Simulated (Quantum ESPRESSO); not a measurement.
A self-consistent single point of TiCrB4 (P6/mmm, 6 atoms in the cell) with Quantum ESPRESSO.

Computed with LDA (PW92), PseudoDojo standard norm-conserving (LDA) pseudopotentials (plane waves; Quantum ESPRESSO 7.5).

The change in words: lattice scaled by 0.98. Reference geometry:
```
TiCrB4
1.0
    3.01633     0.00000     0.00000
   -1.50816     2.61222     0.00000
    0.00000     0.00000     6.13163
Ti Cr B
1 1 4
Direct
  0.00000   0.00000   0.50000
  0.00000   0.00000   0.00000
  0.33333   0.66667   0.75959
  0.66667   0.33333   0.24041
  0.66667   0.33333   0.75959
  0.33333   0.66667   0.24041
```

Reference input (self-consistent single point, DFT, LDA (PW92), plane waves, PseudoDojo standard norm-conserving (LDA) pseudopotentials): ecutwfc = 95 Ry; occupations = smearing; smearing = gaussian; degauss = 0.0099958 Ry; potentials = {Ti: Ti.upf, Cr: Cr.upf, B: B.upf}; K_POINTS = automatic 10 10 5 0 0 0; conv_thr = 1e-09 Ry; mixing_beta = 0.3. This run's input differs from it in these lines:

```diff
@@ -26,12 +26,12 @@
 CELL_PARAMETERS {angstrom}
-   3.01632977     0.00000000     0.00000000
-  -1.50816488     2.61221820     0.00000000
-   0.00000000     0.00000000     6.13163000
+   2.95600318     0.00000000     0.00000000
+  -1.47800159     2.55997385     0.00000000
+   0.00000000     0.00000000     6.00899700
 ATOMIC_POSITIONS {angstrom}
-Ti    0.00000000    0.00000000    3.06581500
+Ti    0.00000000    0.00000000    3.00449850
 Cr    0.00000000    0.00000000    0.00000000
-B     0.00000000    1.74147880    4.65752483
-B     1.50816488    0.87073940    1.47410517
-B     1.50816488    0.87073940    4.65752483
-B     0.00000000    1.74147880    1.47410517
+B     0.00000000    1.70664923    4.56437403
+B     1.47800159    0.85332462    1.44462297
+B     1.47800159    0.85332462    4.56437403
+B     0.00000000    1.70664923    1.44462297
 K_POINTS {automatic}
```

Output, abridged:

```
     Self-consistent Calculation

     iteration #  1     ecut=    95.00 Ry     beta= 0.30

     total energy              =    -318.54472564 Ry
     estimated scf accuracy    <       5.87985622 Ry

     iteration #  2     ecut=    95.00 Ry     beta= 0.30

     total energy              =    -318.57480568 Ry
     estimated scf accuracy    <      28.19583601 Ry

     iteration #  3     ecut=    95.00 Ry     beta= 0.30

     total energy              =    -320.36176097 Ry
     estimated scf accuracy    <       0.33695970 Ry

   [... 23 blocks of this kind left out ...]

     iteration # 27     ecut=    95.00 Ry     beta= 0.30

     total energy              =    -320.56755271 Ry
     estimated scf accuracy    <       0.00000001 Ry

     iteration # 28     ecut=    95.00 Ry     beta= 0.30
     End of self-consistent calculation

     the Fermi energy is    17.1274 ev

!    total energy              =    -320.56755271 Ry
     estimated scf accuracy    <          1.7E-11 Ry
     smearing contrib. (-TS)   =      -0.00224032 Ry
     internal energy E=F+TS    =    -320.56531240 Ry

     convergence has been achieved in  28 iterations

     Forces acting on atoms (cartesian axes, Ry/au):

     atom    1 type  1   force =     0.00000000    0.00000000    0.00000000
     atom    2 type  2   force =     0.00000000    0.00000000   -0.00000000
     atom    3 type  3   force =     0.00000000   -0.00000000   -0.00003483
     atom    4 type  3   force =     0.00000000    0.00000000    0.00003483
     atom    5 type  3   force =     0.00000000    0.00000000   -0.00003483
     atom    6 type  3   force =     0.00000000   -0.00000000    0.00003483

     Total force =     0.000070     Total SCF correction =     0.000004

          total   stress  (Ry/bohr**3)                   (kbar)     P=       32.42
   0.00031702   0.00000000  -0.00000000           46.63        0.00       -0.00
   0.00000000   0.00031702   0.00000000            0.00       46.63        0.00
  -0.00000000   0.00000000   0.00002722           -0.00        0.00        4.00

   JOB DONE.
```

The run converged in 28 iterations. Against the reference run the free energy goes down by 16.8 meV/atom, the pressure goes from -13.77 to 3.24 GPa and the largest force goes from 0.008 to 0.001 eV/Å.

The starting cell comes from a database of computed structures (which also holds hypothetical and non-ambient phases and stackings), without a prior relaxation at this level. For this run, on top of that: lattice scaled by 0.98. Spin polarisation is off. With a pressure of about 3 GPa the cell is away from its equilibrium volume at this level.

Cost on one core of a shared machine: roughly 2 min.
